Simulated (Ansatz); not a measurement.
Base system: MoS2 in the 2H-MoS2 type structure (space group P6_3/mmc, No. 194; a = 3.1730 Å, c = 12.4366 Å; layered, stacked along the Cartesian z axis). Axes: x lies along a and z along c of the hexagonal cell.

Structures relaxed with r2SCAN+rVV10 (Ansatz, an electronic-structure program; PAW; 500 eV plane waves; without spin-orbit coupling).

Base:

Simulated powder pattern, Co Kα, λ = 1.79026 Å (kinematic, ideal powder, no thermal factors, no anomalous dispersion; the 8 strongest lines at most, above 2 %, up to 2θ = 90°):

| 2θ (°) | I/Imax (%) | hkl |
|---|---|---|
| 16.55 | 100 | (002) |
| 38.02 | 27 | (100) |
| 38.98 | 15 | (101) |
| 41.73 | 15 | (102) |
| 46.01 | 72 | (103) |
| 58.08 | 35 | (105) |
| 68.70 | 18 | (110) |
| 71.22 | 12 | (112) |

One thing is altered: biaxial strain +0.52 %, plane normal [001], relaxed out of plane (Cartesian); in-plane vectors clamped, the third vector and the atoms free.

After the change:

Simulated powder pattern, Co Kα, λ = 1.79026 Å (kinematic, ideal powder, no thermal factors, no anomalous dispersion; the 8 strongest lines at most, above 2 %, up to 2θ = 90°):

```
2θ (°)  I/Imax (%)    hkl
------  ----------  -----
16.59          100  (002)
37.82           28  (100)
38.78           15  (101)
41.55           15  (102)
45.87           73  (103)
58.01           36  (105)
68.29           18  (110)
70.84           12  (112)
```

The indices refer to the base's conventional cell; one index is shown for lines that coincide.

Stability against distortions was not tested.
